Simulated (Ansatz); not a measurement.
An Ansatz (a program for electronic structure) run: hypothetical diamond Sc with a change (biaxial strain −1.35 %, plane normal [001], relaxed out of plane); PBEsol (Ansatz; PAW; 420 eV plane waves; scalar-relativistic without spin-orbit coupling).

Input:

Ansatz 0.2 input:
```yaml
crystal:
  lattice:
    - [4.3896863957, 0, 0]
    - [0, 4.3896863957, 0]
    - [2.1948431979, -2.1948431979, 3.1676927142]
  atoms:
    - { symbol: Sc, position: [0.75, 0.75, 0.5] }
    - { symbol: Sc, position: [0, 0, 0] }
basis: { ecutwfc: 420, ecutrho_ratio: 4, xc_grid: 2, fft_grid_basis: typed }
kpoints: { mp_grid: { grid: [16, 16, 16] } }
hamiltonian:
  xc: pbesol
  dispersion: none
  pseudopotentials: { kind: paw }
scf: { occupations: { method: fermi_dirac, width: 0.1 } }
relax: { f_tol: 0.005, max_steps: 50, cell: { stress_tol: 0.01, fix: [a, b, gamma] } }
output: { forces: true, stress: true }
checkpoint: { write: state.ck, write_every: 1000 }
```

Output (explanatory and most iteration lines left out):

```
Relaxation: its limit of steps is 50 (relax.max_steps)
Pseudopotential: Sc, paw, valence charge 11
Crystal: 2 atoms, lattice volume = 61.039 Å³
Basis set: ecut = 420 eV, 1227 PW (Γ), exchange–correlation on 60×60×60 points (8 copies of the dense FFT grid, shifted against one another)
Bands: 15, of which v1, the nominal top of the filled ones, is band 11 counted from 1 (10 counted from 0)
Symmetry: 16 space group operations
Space group: I41/amd (ITA 141), of the structure as read, at distance tolerance 3.9e-5 Å
k-points: 349 of 4096
Functional: x = pbesol(κ = 0.804, μ = 0.12345679012345678), c = pbesol(β = 0.046)
SCF iter   1: F=—  HF=-4218.758841 eV  |F-HF|=—  |Δ(HF+E_count)|=         —  Δρ=5.68e-3  dr2=2.13e-2  ethr=1.77e-3  ⟨swp⟩=4.0  Hψ=48391  notcnv=0
SCF iter   2: F=—  HF=-4218.756475 eV  |F-HF|=—  |Δ(HF+E_count)|=   2.37e-3  Δρ=3.00e-3  dr2=6.87e-3  ethr=9.69e-5  ⟨swp⟩=1.0  Hψ=9423  notcnv=0
SCF 1 converged in 6 iterations: F = -4218.755811 eV  dr2 = 1.10e-8
relax step   1: F+E_penalty+E_count = -4218.75581105 eV  Δ(F+E_penalty+E_count) = +0.000e0 eV  max|allowed force component| = 2.220e-16 eV/Å  Δτ_max = 0.0000 Å  P = +0.256 GPa  Ω = 61.039 Å³  fix = [a, b, gamma]  reactions: a -0.205, b -0.205 GPa  (6 SCF iters, dr2 threshold 1.00e-7 eV, accepted)
[... steps on the carried basis left out ...]
relax step  18: F+E_penalty+E_count = -4219.25348143 eV  Δ(F+E_penalty+E_count) = -2.737e-5 eV  max|allowed force component| = 4.163e-17 eV/Å  Δτ_max = 0.0000 Å  P = -5.229 GPa  Ω = 89.903 Å³  energy of the carried Pulay correction = -6.429e-6 eV  fix = [a, b, gamma]  reactions: a -7.845, b -7.845 GPa  (6 SCF iters, dr2 threshold 9.45e-9 eV, accepted)
Crystal: 2 atoms, lattice volume = 89.903 Å³
SCF iter   1: F=—  HF=-4219.253488 eV  |F-HF|=—  |Δ(HF+E_count)|=         —  Δρ=2.86e-6  dr2=3.77e-10  ethr=6.07e-10  ⟨swp⟩=3.2  Hψ=48388  notcnv=0
SCF iter   2: F=—  HF=-4219.253488 eV  |F-HF|=—  |Δ(HF+E_count)|=   3.38e-7  Δρ=1.45e-6  dr2=9.43e-11  ethr=1.71e-12  ⟨swp⟩=2.1  Hψ=10660  notcnv=0
SCF 19 converged in 8 iterations: F = -4219.253488 eV  dr2 = 2.42e-18
SCF converged after 8 iterations
Free energy (F): -4219.253488 eV
Internal energy: -4219.029160 eV  (E = F + TS)
E sigma→0 (E₀):  -4219.141324 eV
Entropy (-TS):   -0.224328 eV (-112.164 meV/atom)
Fermi energy:    3.710687 eV
--- Forces (eV/Å), atoms counted from 1 ---
  atom   1  Sc     0.00000000    -0.00000000    -0.00000000
  atom   2  Sc    -0.00000000     0.00000000     0.00000000
--- Stress (GPa, compression-positive) ---
       -7.845177      -0.000000       0.000000
       -0.000000      -7.845177      -0.000000
        0.000000      -0.000000       0.004645
  P = ⅓ Tr σ = -5.2286 GPa (-52.286 kbar)
--- Relaxed structure (16 steps of the walk, 16 accepted, 3 SCFs on fresh bases) ---
  cell:  # Å, volume = 89.9032 Å³
    - [4.3896863957, 1.3671493996218816e-22, -3.464433645250859e-11]
    - [1.367135744351472e-22, 4.3896863957, 3.46441634301437e-11]
    - [2.1948431978868217, -2.194843197886822, 4.665605875572871]
  atoms:
    - { symbol: Sc, position: [0.7500000000000002, 0.75, 0.5] }
    - { symbol: Sc, position: [-1.469448875512911e-31, 2.8792039563681748e-33, 2.3033323230492417e-33] }
```

No phonon test of stability was made. The final runs are not spin-polarised. Under biaxial strain −1.35 %, plane normal [001], relaxed out of plane the cell ends below the base's energy or with stress of the wrong sign: the atoms slid into a distortion or the cell is elastically unstable, so the base is not a stable minimum at this level. The cell was made from Sc in the diamond structure (space group Fd-3m, No. 227; a hypothetical phase, not in the database extracts checked) by this change: biaxial strain −1.35 %, plane normal [001], relaxed out of plane. Sc has a high density of states at the Fermi level and may be magnetic at this level.
